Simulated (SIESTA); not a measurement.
# A self-consistent single point of a (110) slab of Mo (cut from a parent of space group no. 229; 3 atoms in the cell) with SIESTA

Computed with LDA PW92, numerical atomic orbitals DZP, PseudoDojo LDA standard norm-conserving potentials (rewritten from UPF to PSML) run with SIESTA.

This input was run:

```
# files in the folder: Mo.psml (PseudoDojo LDA standard)
SystemName  Mo
SystemLabel Mo

NumberOfAtoms                3
NumberOfSpecies              1
%block ChemicalSpeciesLabel
  1 42 Mo
%endblock ChemicalSpeciesLabel
LatticeConstant              1.0 Ang
%block LatticeVectors
     2.714340000    0.000000000    0.000000000
    -3.619120000    2.559104000    0.000000000
     0.000000000    0.000000000   18.432504000
%endblock LatticeVectors
AtomicCoordinatesFormat      Ang
%block AtomicCoordinatesAndAtomicSpecies
     0.000000000    0.000000000    7.000001449  1
     0.904780000    1.279552000    9.216215135  1
     0.000000000    0.000000000   11.432502551  1
%endblock AtomicCoordinatesAndAtomicSpecies

XC.functional                LDA
XC.authors                   PW92
PAO.BasisSize                DZP
PAO.EnergyShift              0.005 Ry
MeshCutoff                   400 Ry
%block kgrid.MonkhorstPack
    9   0   0  0.0
    0   9   0  0.0
    0   0   1  0.0
%endblock kgrid.MonkhorstPack
OccupationFunction           FD
ElectronicTemperature        1160.45 K

MaxSCFIterations             150
SCF.Mixer.Method             Pulay
SCF.Mixer.Weight             0.2
SCF.Mixer.History            6
SCF.DM.Tolerance             1.0E-04
Diag.ParallelOverK           true
WriteForces                  true
```

Log, with long lists cut:

```
reinit: Reading from file input.fdf

reinit: System Name: Mo
reinit: System Label: Mo

coor:   Atomic-coordinates input format  =     Cartesian coordinates
coor:                                          (in Angstroms)

siesta: Atomic coordinates (Bohr) and species
siesta:      0.00000   0.00000  13.22809  1        1
siesta:      1.70979   2.41800  17.41612  1        2
siesta:      0.00000   0.00000  21.60430  1        3

siesta: System type = slab

initatomlists: Number of atoms, orbitals, and projectors:      3    57    54

siesta: ******************** Simulation parameters ****************************
redata: Spin configuration                          = none
redata: Time-Reversal Symmetry                      = T
redata: Number of Atomic Species                    =        1
redata: Mesh Cutoff                                 =   400.0000 Ry
redata: Net charge of the system                    =     0.0000 |e|
redata: Min. number of SCF Iter                     =        0
redata: Max. number of SCF Iter                     =      150
redata: SCF convergence failure will abort job
redata: SCF mix quantity                            = Hamiltonian
redata: Mix DM or H after convergence               =   F
redata: Recompute H after scf cycle                 =   F
redata: Mix DM in first SCF step                    =   T
redata: No kicks to SCF
redata: DM Mixing Weight for Kicks                  =     0.5000
redata: Require Harris convergence for SCF          =   F
redata: Harris energy tolerance for SCF             =     0.000100 eV
redata: Require DM convergence for SCF              =   T
redata: DM tolerance for SCF                        =     0.000100
redata: Require EDM convergence for SCF             =   F
redata: EDM tolerance for SCF                       =     0.001000 eV
redata: Require H convergence for SCF               =   T
redata: Hamiltonian tolerance for SCF               =     0.001000 eV
redata: Require (free) Energy convergence for SCF   =   F
redata: (free) Energy tolerance for SCF             =     0.000100 eV
redata: Using DFT-D3 dispersion                     =   F
redata: Using Saved Data (generic)                  =   F
redata: Method of Calculation                       = Diagonalization
redata: Electronic Temperature                      =  1160.4500 K
redata: Number of TDED substeps                     =        3
redata: Dynamics option                             = Single-point calculation
redata: Save all siesta data in one NC              =   F
redata: ***********************************************************************

%block SCF.Mixers
  Pulay
%endblock SCF.Mixers

%block SCF.Mixer.Pulay
  # Mixing method
  method pulay
  variant stable

  # Mixing options
  weight 0.2000
  weight.linear 0.2000
  history 6
%endblock SCF.Mixer.Pulay

DM_history_depth set to one: no extrapolation allowed by default for geometry relaxation
Size of DM history Fstack: 1
Total number of electrons:    42.000000
Total ionic charge:    42.000000

* ProcessorY, Blocksize:    1  58

* Orbital distribution balance (max,min):    57    57

 Kpoints in:           45 . Kpoints trimmed:           41

siesta: k-grid: Number of k-points = 41
siesta: k-points from Monkhorst-Pack grid
siesta: k-cutoff (effective) =     9.216 Ang
siesta: k-point supercell and displacements
siesta: k-grid:     9     0     0      0.000
siesta: k-grid:     0     9     0      0.000
siesta: k-grid:     0     0     1      0.000

diag: Algorithm                                     = D&C
diag: Parallel over k                               =   F
diag: Use parallel 2D distribution                  =   F
diag: Parallel block-size                           = 58
diag: Parallel distribution                         =     1 x     1
diag: Used triangular part                          = Lower
diag: Absolute tolerance                            =  0.100E-15
diag: Orthogonalization factor                      =  0.100E-05
diag: Memory factor                                 =  1.0000

superc: Internal auxiliary supercell:    15 x     9 x     1  =     135
superc: Number of atoms, orbitals, and projectors:    405   7695   7290

                        Single-point calculation

superc: Internal auxiliary supercell:    15 x     9 x     1  =     135
superc: Number of atoms, orbitals, and projectors:    405   7695   7290

outcell: Unit cell vectors (Ang):
        2.714340    0.000000    0.000000
       -3.619120    2.559104    0.000000
        0.000000    0.000000   18.432504

outcell: Cell vector modules (Ang)   :    2.714340    4.432498   18.432504
outcell: Cell angles (23,13,12) (deg):     90.0000     90.0000    144.7356
outcell: Cell volume (Ang**3)        :    128.0373
new_DM -- step:     1
Initializing Density Matrix...

Attempting to read DM from file... Failed...
DM filled with atomic data:

InitMesh: MESH = 36 x 50 x 288 = 518400
InitMesh: Mesh cutoff (required, used) =   400.000   487.847 Ry

stepf: Fermi-Dirac step function

        iscf     Eharris(eV)        E_KS(eV)     FreeEng(eV)     dDmax    Ef(eV) dHmax(eV)
   scf:    1    -5713.630611    -5736.546463    -5736.633879  0.938285 -3.473063  8.302907
   scf:    2    -5740.199503    -5738.674479    -5738.773855  0.236607 -4.302900  3.089670
   scf:    3    -5739.208969    -5739.196774    -5739.294556  0.291731 -4.475852  5.447583
   scf:    4    -5739.544275    -5739.620598    -5739.732429  0.080441 -4.706243  1.846137
   scf:    5    -5739.240874    -5739.610858    -5739.730135  0.185476 -4.782933  3.049930
   scf:    6    -5739.842318    -5739.839574    -5739.959370  0.028778 -4.789562  0.104158
   [... 2 lines left out ...]
   scf:    9    -5739.840312    -5739.840317    -5739.960287  0.000607 -4.739923  0.007312
   scf:   10    -5739.840335    -5739.840326    -5739.960290  0.000175 -4.739605  0.004459
   scf:   11    -5739.840378    -5739.840352    -5739.960294  0.000488 -4.739371  0.001024
   scf:   12    -5739.840346    -5739.840349    -5739.960294  0.000110 -4.739439  0.001561
   scf:   13    -5739.840352    -5739.840351    -5739.960294  0.000056 -4.739411  0.000649

SCF Convergence by DM+H criterion
max |DM_out - DM_in|         :     0.0000559697
max |H_out - H_in|      (eV) :     0.0006494484
SCF cycle converged after 13 iterations

Using DM_out to compute the final energy and forces

siesta: E_KS(eV) =            -5739.8404

siesta: E_KS - E_eggbox =     -5739.8404

siesta: Atomic forces (eV/Ang):
     1   -0.000000    0.000000    0.727652
     2    0.000000   -0.000000    0.000382
     3   -0.000000    0.000000   -0.728049
   Tot    0.000000   -0.000000   -0.000015
   Max    0.728049
   Res    0.343112    sqrt( Sum f_i^2 / 3N )
   Max    0.728049    constrained

Stress tensor Voigt[x,y,z,yz,xz,xy] (kbar):       70.88       67.23       40.32        0.00        0.00       -4.87
(Free)E + p*V (eV/cell)    -5744.7133
Target enthalpy (eV/cell)    -5739.9603

siesta: Program's energy decomposition (eV):
siesta: Ebs     =     -1242.175473
siesta: Eions   =     10192.455455
siesta: Ena     =      2695.002066
siesta: Ekin    =      1807.579515
siesta: Enl     =       695.997462
siesta: Eso     =         0.000000
siesta: Edftu   =         0.000000
siesta: DEna    =        83.890172
siesta: DUscf   =         2.945318
siesta: DUext   =         0.000000
siesta: Ex      =      -749.356327
siesta: Ec      =       -83.443103
siesta: Exc     =      -832.799429
siesta: Eharris =     -5739.840352
siesta: Etot    =     -5739.840351
siesta: FreeEng =     -5739.960294

siesta: Atomic forces (eV/Ang):
siesta:      1   -0.000000    0.000000    0.727652
siesta:      2    0.000000   -0.000000    0.000382
siesta:      3   -0.000000    0.000000   -0.728049
siesta: ----------------------------------------
siesta:    Tot    0.000000   -0.000000   -0.000015

siesta: Stress tensor (static) (eV/Ang**3):
siesta:     0.044241   -0.003043    0.000000
siesta:    -0.003043    0.041963    0.000000
siesta:     0.000000    0.000000    0.025163

siesta: Cell volume =        128.037303 Ang**3

siesta: Pressure (static):
siesta:                Solid            Molecule  Units
siesta:          -0.00040431         -0.00031284  Ry/Bohr**3
siesta:          -0.03712242         -0.02872331  eV/Ang**3
siesta:         -59.47667209        -46.01981578  kBar

siesta: Electric dipole (a.u.)  =   -0.000000   -0.000000   -0.000119
siesta: Electric dipole (Debye) =   -0.000000   -0.000000   -0.000304
```

The run converged in 13 iterations.

The starting cell has typed, rounded lattice constants, without a prior relaxation at this level. The slab is cut from that crystal, and its faces are unrelaxed. Its lattice was rescaled by up to half a per cent. Spin polarisation is off. Values carry the incompleteness of an atom-centred basis.

Cost on one core of a shared machine: roughly 2 min.
